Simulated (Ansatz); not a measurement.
Consider Os in the hcp (Mg type) structure (space group P6_3/mmc, No. 194; a = 2.738 Å, c = 4.319 Å; relaxed with 0.1 eV smearing). Axes: x lies along a and z along c of the hexagonal cell.

Method: r2SCAN (Ansatz, a program for electronic structure), scalar-relativistic without spin-orbit coupling, earlier PAW set.

Base values:

Band gap: zero

Perturbation: the cell is compressed by 1.02 % along y with no lateral relaxation; the atoms relax in the strained cell.

Question: What happens to the band gap?

Answer: The band gap is still zero.

Question: How does this affect the stress?

Answer: The stress (xx, yy, zz, yz, xz, xy; compression positive) is (2.5, 8.3, 2.4, 0.0, 0.0, 0.0) GPa.

Question: What happens to the energy relative to the base?

Answer: The energy grows by 3.7 meV/atom.

Stability against distortions was not tested. All final runs are without spin polarisation.
